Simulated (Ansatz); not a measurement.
The starting structures come from a database of crystals and need not be the phases stable at ambient conditions.

 Where the default PAW files enter, the runs use the earlier of Ansatz's two default sets.

Tunnelling through a barrier is set by its complex band structure: the current falls as exp(−2κd) with the smallest κ.

Input:

```
CdI2
1.0
    4.24258     0.00000     0.00000
   -2.12129     3.67419     0.00000
    2.12129     1.22473    20.48143
Cd I
3 6
Cartesian
  4.24258   2.44946  13.65287
  0.00000   2.44946   6.82856
  0.00000   0.00000   0.00000
  4.24258   2.44946  18.75142
  0.00000   2.44946   1.73002
  2.12129   1.22473  11.92314
  2.12129   3.67419   8.55829
  2.12129   1.22473   5.09800
  2.12129   3.67419  15.38344
```

Space group of this cell: R-3m. The cell was relaxed by PBE-D3(BJ); by PBEsol its mean pressure is -0.7 GPa.

Transport runs along the normal of the first two printed cell vectors, the (001) plane of the conventional cell.

No gap correction and no spin-orbit coupling; mid-gap values are interpolated between computed energies.

Problem. State the band gap and the smallest decay constant κ at mid-gap according to PBEsol in Ansatz (a first-principles code).

Solution. Gap 2.20 eV on a 8×8×8 mesh; κ = 0.173 1/Å, at the zone centre.
